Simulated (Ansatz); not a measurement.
## Effect of isotropic strain +2.01 % on ZrN

Consider ZrN in the rock salt structure (space group Fm-3m, No. 225; a = 4.5531 Å; relaxed with 0.1 eV smearing).

Modification: the cell is scaled by 1.0201 in all directions; the atoms relax in the strained cell.

Computed with PBEsol in Ansatz (plane waves to 420 eV, PAW, no SOC), earlier PAW set. Settings: 22×22×22 k-points, 0.1 eV Fermi–Dirac smearing.

The volume per atom rises by 0.726 Å³, from 11.80 Å³ to 12.52 Å³ and the space group remains Fm-3m (No. 225). The shortest interatomic distance grows by 0.0458 Å to 2.322 Å and the energy grows by 34 meV/atom. The band gap remains zero.

Cost of the whole job for the changed cell (relaxation, final SCF and bands): around 10 core-seconds (rough).

Stability against distortions was not tested. The final runs are not spin-polarised. An odd electron count without spin: ZrN.

Ansatz is an electronic-structure program.
